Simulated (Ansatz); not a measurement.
The reference is GaP in the zinc blende structure (space group F-43m, No. 216; a = 5.4385 Å). Axes: x, y, z lie along the cube axes.

Computed with Ansatz (an electronic-structure program) PBEsol, no SOC.

Base values:

* **Shortest interatomic distance**: 2.355 Å

Perturbation: tensile biaxial strain of 3.58 % in the plane normal to [001], as in epitaxy on a mismatched substrate; the out-of-plane cell vector and the atoms relax.

What does the calculation give for the in-plane stress, out-of-plane strain, energy relative to the base and shortest interatomic distance after the change?

The mean in-plane stress (compression positive) amounts to -4.5 GPa; the out-of-plane strain is -3.28 %; the energy grows by 21 meV/atom; the shortest interatomic distance increases by 0.032 Å (2.355 Å → 2.387 Å).

Stability against distortions was not tested.
